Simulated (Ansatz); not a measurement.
The structure below was relaxed with Ansatz (an electronic-structure program) PBEsol, scalar-relativistic without spin-orbit coupling.

Space group Fm-3m (No. 225); a = b = c = 9.701 Å, α = β = γ = 90.00°

```json
[
 {"atom": "Li", "site": "4b", "symmetry": "m-3m", "x": "0.5000", "y": "0.5000", "z": "0.5000"},
 {"atom": "Sc", "site": "4a", "symmetry": "m-3m", "x": "0.0000", "y": "0.0000", "z": "0.0000"},
 {"atom": "Bi", "site": "8c", "symmetry": "-43m", "x": "0.2500", "y": "0.2500", "z": "0.2500"},
 {"atom": "Cl", "site": "24e", "symmetry": "4m.m", "x": "0.0000", "y": "0.0000", "z": "0.2513"}
]
```

Task: Write out a cell with all atoms.

Result: 
```xyz
40
Lattice="9.7006 0.0000 0.0000 0.0000 9.7006 0.0000 0.0000 0.0000 9.7006" Properties=species:S:1:pos:R:3 pbc="T T T"
Li     4.8503     0.0000     0.0000
Sc     0.0000     0.0000     0.0000
Bi     2.4252     7.2755     7.2755
Bi     2.4252     2.4252     7.2755
Cl     2.4379     0.0000     0.0000
Cl     7.2627     0.0000     0.0000
Cl     4.8503     7.2882     0.0000
Cl     4.8503     2.4124     0.0000
Cl     4.8503     0.0000     7.2882
Cl     0.0000     0.0000     7.2627
Li     4.8503     4.8503     4.8503
Sc     0.0000     4.8503     4.8503
Bi     2.4252     2.4252     2.4252
Bi     2.4252     7.2755     2.4252
Cl     2.4379     4.8503     4.8503
Cl     7.2627     4.8503     4.8503
Cl     4.8503     2.4379     4.8503
Cl     4.8503     7.2627     4.8503
Cl     4.8503     4.8503     2.4379
Cl     0.0000     4.8503     2.4124
Li     0.0000     0.0000     4.8503
Sc     4.8503     0.0000     4.8503
Bi     7.2755     7.2755     2.4252
Bi     7.2755     2.4252     2.4252
Cl     7.2882     0.0000     4.8503
Cl     2.4124     0.0000     4.8503
Cl     0.0000     7.2882     4.8503
Cl     0.0000     2.4124     4.8503
Cl     0.0000     0.0000     2.4379
Cl     4.8503     0.0000     2.4124
Li     0.0000     4.8503     0.0000
Sc     4.8503     4.8503     0.0000
Bi     7.2755     2.4252     7.2755
Bi     7.2755     7.2755     7.2755
Cl     7.2882     4.8503     0.0000
Cl     2.4124     4.8503     0.0000
Cl     0.0000     2.4379     0.0000
Cl     0.0000     7.2627     0.0000
Cl     0.0000     4.8503     7.2882
Cl     4.8503     4.8503     7.2627
```
This is the conventional cell.

Whether these cells are dynamically stable was not tested. All final runs are without spin polarisation. The cell was made from LiScTl2Cl6 by this change: Tl → Bi; the result is a hypothetical phase, not in the database extracts checked. LiScBi2Cl6 has a high density of states at the Fermi level and may be magnetic at this level.
